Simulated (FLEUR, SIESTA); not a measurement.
A SIESTA input for a self-consistent single point of Cr3Cu (Pm-3m, 4 atoms in the cell) (DFT, LDA PW92, numerical atomic orbitals TZP, PseudoDojo LDA standard norm-conserving potentials (rewritten from UPF to PSML)):

```
# files in the folder: Cr.psml Cu.psml (PseudoDojo LDA standard)
SystemName  Cr3Cu
SystemLabel siesta

NumberOfAtoms                4
NumberOfSpecies              2
%block ChemicalSpeciesLabel
  1 24 Cr
  2 29 Cu
%endblock ChemicalSpeciesLabel
LatticeConstant              1.0 Ang
%block LatticeVectors
     3.601920000    0.000000000    0.000000000
     0.000000000    3.601920000    0.000000000
     0.000000000    0.000000000    3.601920000
%endblock LatticeVectors
AtomicCoordinatesFormat      Fractional
%block AtomicCoordinatesAndAtomicSpecies
     0.000000000    0.500000000    0.500000000  1
     0.500000000    0.000000000    0.500000000  1
     0.500000000    0.500000000    0.000000000  1
     0.000000000    0.000000000    0.000000000  2
%endblock AtomicCoordinatesAndAtomicSpecies

XC.functional                LDA
XC.authors                   PW92
PAO.BasisSize                TZP
PAO.EnergyShift              0.005 Ry
MeshCutoff                   300 Ry
%block kgrid.MonkhorstPack
   12   0   0  0.0
    0  12   0  0.0
    0   0  12  0.0
%endblock kgrid.MonkhorstPack
OccupationFunction           MP
OccupationMPOrder            0
ElectronicTemperature        1160.45 K

MaxSCFIterations             150
SCF.Mixer.Method             Pulay
SCF.Mixer.Weight             0.1
SCF.Mixer.History            8
SCF.DM.Tolerance             1.0E-04
Diag.ParallelOverK           true
WriteForces                  true
```

Task: Translate this input to FLEUR.

Result: This is the input that was run; spellings and numerical settings could be chosen otherwise.

Input of the input generator:

```
Cr3Cu
&input film=f /
6.8066423228 0.0000000000 0.0000000000
0.0000000000 6.8066423228 0.0000000000
0.0000000000 0.0000000000 6.8066423228
1.0
1.0 1.0 1.0

4
24 0.0000000000 0.5000000000 0.5000000000
24 0.5000000000 0.0000000000 0.5000000000
24 0.5000000000 0.5000000000 0.0000000000
29 0.0000000000 0.0000000000 0.0000000000

&comp jspins=1 /
&exco xctyp='vwn' /
&kpt div1=12 div2=12 div3=12 gamma=t /
&end /
```

```xml
<?xml version="1.0" encoding="UTF-8" standalone="no"?>
<fleurInput fleurInputVersion="0.39">
   <comment>
      Cr3Cu                                                                                               
   </comment>
   <calculationSetup>
      <cutoffs Kmax="3.5" Gmax="14.0" GmaxXC="14.0" numbands="0"/>
      <scfLoop itmax="80" minDistance="0.00001" maxIterBroyd="15" imix="Anderson" alpha="0.05" precondParam="0.0" spinf="2.0"/>
      <coreElectrons ctail="T" frcor="F" kcrel="0" coretail_lmax="0"/>
      <xcFunctional name="vwn" relativisticCorrections="F"/>
      <magnetism jspins="1"/>
      <soc l_soc="F" theta="0.0" phi="0.0" spav="F"/>
      <expertModes spex="0" secvar="F"/>
      <geometryOptimization l_f="T" forcealpha="1.0" forcemix="BFGS" epsdisp="0.00001" epsforce="0.00001"/>
      <ldaU l_linMix="F" mixParam="0.05" spinf="1.0"/>
   </calculationSetup>
   <cell>
      <bzIntegration valenceElectrons="53.0" mode="gauss" fermiSmearingEnergy="0.00367493">
         <kPointListSelection listName="default-1"/>
         <!-- k-points included here -->
         <xi:include xmlns:xi="http://www.w3.org/2001/XInclude" href="kpts.xml"> </xi:include>
      </bzIntegration>
      <!-- symmetry operations included here -->
      <xi:include xmlns:xi="http://www.w3.org/2001/XInclude" href="sym.xml"> </xi:include>
      <bulkLattice scale="1.0">
         <bravaisMatrix>
            <row-1>    6.8066423228000001     0.0000000000000000     0.0000000000000000</row-1>
            <row-2>    0.0000000000000000     6.8066423228000001     0.0000000000000000</row-2>
            <row-3>    0.0000000000000000     0.0000000000000000     6.8066423228000001</row-3>
         </bravaisMatrix>
      </bulkLattice>
   </cell>
   <atomSpecies>
      <species name="Chromium (Cr)" element="Cr" atomicNumber="24">
         <mtSphere radius="2.25" gridPoints="777" logIncrement="0.016"/>
         <atomicCutoffs lmax="8" lnonsphr="6"/>
         <electronConfig flipSpins="F">
            <coreConfig>(1s1/2) (2s1/2) (2p1/2) (2p3/2)</coreConfig>
            <valenceConfig>(3s1/2) (3p1/2) (3p3/2) (4s1/2) (3d3/2) (3d5/2)</valenceConfig>
            <stateOccupation state="(4s1/2)" spinUp="0.5" spinDown="0.5"/>
            <stateOccupation state="(3d3/2)" spinUp="1.0" spinDown="1.0"/>
            <stateOccupation state="(3d5/2)" spinUp="1.5" spinDown="1.5"/>
         </electronConfig>
         <energyParameters s="4" p="4" d="3" f="4"/>
         <lo type="SCLO" l="0" n="3" eDeriv="0"/>
         <lo type="SCLO" l="1" n="3" eDeriv="0"/>
      </species>
      <species name="Copper (Cu)" element="Cu" atomicNumber="29">
         <mtSphere radius="2.25" gridPoints="777" logIncrement="0.016"/>
         <atomicCutoffs lmax="8" lnonsphr="6"/>
         <electronConfig flipSpins="F">
            <coreConfig>(1s1/2) (2s1/2) (2p1/2) (2p3/2) (3s1/2) (3p1/2) (3p3/2)</coreConfig>
            <valenceConfig>(4s1/2) (3d3/2) (3d5/2)</valenceConfig>
            <stateOccupation state="(4s1/2)" spinUp="0.5" spinDown="0.5"/>
         </electronConfig>
         <energyParameters s="4" p="4" d="3" f="4"/>
      </species>
   </atomSpecies>
   <atomGroups>
      <atomGroup species="Chromium (Cr)">
         <relPos label="                   1">.0000000000 1.000/2.000 1.000/2.000</relPos>
         <relPos label="                   2">1.000/2.000 .0000000000 1.000/2.000</relPos>
         <relPos label="                   3">1.000/2.000 1.000/2.000 .0000000000</relPos>
         <force calculate="T" relaxXYZ="TTT"/>
      </atomGroup>
      <atomGroup species="Copper (Cu)">
         <relPos label="                   4">.0000000000 .0000000000 .0000000000</relPos>
         <force calculate="T" relaxXYZ="TTT"/>
      </atomGroup>
   </atomGroups>
   <output dos="F" band="F" slice="F">
      <checks vchk="F" cdinf="F"/>
      <bandDOS minEnergy="-.5*Htr" maxEnergy="0.5*Htr" sigma="0.015" storeEVData="T"/>
      <vacuumDOS vacdos="F" integ="F" star="F" nstars="0" locx1="0.0" locy1="0.0" locx2="0.0" locy2="0.0" nstm="0" tworkf="0.0"/>
      <unfoldingBand unfoldBand="F" supercellX="1" supercellY="1" supercellZ="1"/>
      <plotting iplot="0" polar="F">
         <plot TwoD="T" vec1="  1.0  0.0  0.0" vec2="  0.0  1.0  0.0" vec3="  0.0  0.0  1.0" zero="  0.0  0.0  0.0" file="plot"/>
      </plotting>
      <chargeDensitySlicing numkpt="0" minEigenval="0.0" maxEigenval="0.0" nnne="0" pallst="F"/>
      <specialOutput eonly="F"/>
      <magneticCircularDichroism mcd="F" energyLo="-10.0" energyUp="0.0"/>
   </output>
  <!-- We include the file relax.xml here to enable relaxations (see documentation) -->
  <xi:include xmlns:xi="http://www.w3.org/2001/XInclude" href="relax.xml"> <xi:fallback/> </xi:include>
</fleurInput>
```

Basis settings and potentials, where a program has them, do not carry over. This input uses DFT, LDA (Vosko-Wilk-Nusair), all-electron FLAPW (FLEUR), scalar-relativistic valence. LDA parametrisations can differ slightly between programs.

The starting cell comes from a database of computed structures (which also holds hypothetical and non-ambient phases and stackings), without a prior relaxation at this level.
